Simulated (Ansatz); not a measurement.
Input:

```
CELL_PARAMETERS angstrom
      2.81268     0.00000     0.00000
      0.00000     2.91337     0.00000
      0.00000     0.00000     4.06194
ATOMIC_POSITIONS crystal
  Al 0.50000 0.50000 0.50000
  Ti 0.00000 0.00000 0.00000
```

No spin polarisation.

Calculations: r2SCAN (Ansatz, a program for electronic structure), scalar-relativistic without spin-orbit coupling, earlier PAW set. Settings: 20×20×14 k-points, 0.1 eV Fermi–Dirac smearing.

Q: Predict the space group, band gap and stress.

A: The space group is Pmmm (No. 47) and the band gap comes out as zero. The stress (xx, yy, zz, yz, xz, xy; compression positive) is (-2.1, -6.7, -2.9, 0.0, 0.0, 0.0) GPa.

The cells carry an imposed strain or load. Whether these cells are dynamically stable was not tested. All final runs are without spin polarisation. The cell was made from TiAl (space group P4/mmm, No. 123) by this change: uniaxial strain ε_yy = +3.58 %.
